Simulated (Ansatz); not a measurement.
The reference is WO$_{3}$ (space group Cmcm, No. 63; a = 5.4539 Å, b = 5.4743 Å, c = 7.4603 Å; a cell from a computed database, its experimental status unchecked).

Perturbation: Te takes the place of O on all its sites, then cell and atoms are relaxed.

Levels (all Ansatz, a program for electronic structure, PAW): PBEsol (420 eV, without spin-orbit coupling); PBEsol+SOC (420 eV, spin-orbit coupling included).

The geometry is relaxed with PBEsol.

```
Item              Result
---------------  -------
PBEsol pressure  0.0 GPa
```

Problem. Predict the pressure from PBEsol+SOC.

Solution. The pressure goes from zero to 0.2 GPa.

Single points use the geometry relaxed with PBEsol. The spin-orbit shifts are approximate. Whether these cells are dynamically stable was not tested. As relaxed here, WTe3 is a hypothetical phase, not in the database extracts checked. The runs without spin-orbit coupling are not spin-polarised. WTe3 has a high density of states at the Fermi level and may be magnetic at this level.
